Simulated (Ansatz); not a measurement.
Seebeck coefficient (μV/K, mean over directions) of p-type BP (F-43m) against carrier density, r2SCAN with spin-orbit coupling, rigid bands in Ansatz (an electronic-structure program). Computed gap 1.40 eV; densities at which minority carriers matter at this gap, or further valleys turn the trend, are left out. Conductivity mass 0.40 mₑ (harmonic mean over directions), N_v = 2.3e19 cm⁻³ at 300 K.

```csv
hole density,300 K,500 K
1e16 cm⁻³,909,979
1e17 cm⁻³,710,781
1e18 cm⁻³,512,582
3e18 cm⁻³,___,___
1e19 cm⁻³,317,385
3e19 cm⁻³,___,293
1e20 cm⁻³,142,197
3e20 cm⁻³,78,119
1e21 cm⁻³,36,59
```

Task: Some entries are withheld; supply them.

Result: 
- 3e18 cm⁻³, 300 K: 418
- 3e18 cm⁻³, 500 K: 488
- 3e19 cm⁻³, 300 K: 229

Rigid bands with a gap fixed in temperature, one relaxation time for all states, no polarons or phonon drag, and whether or not such doping can be reached.
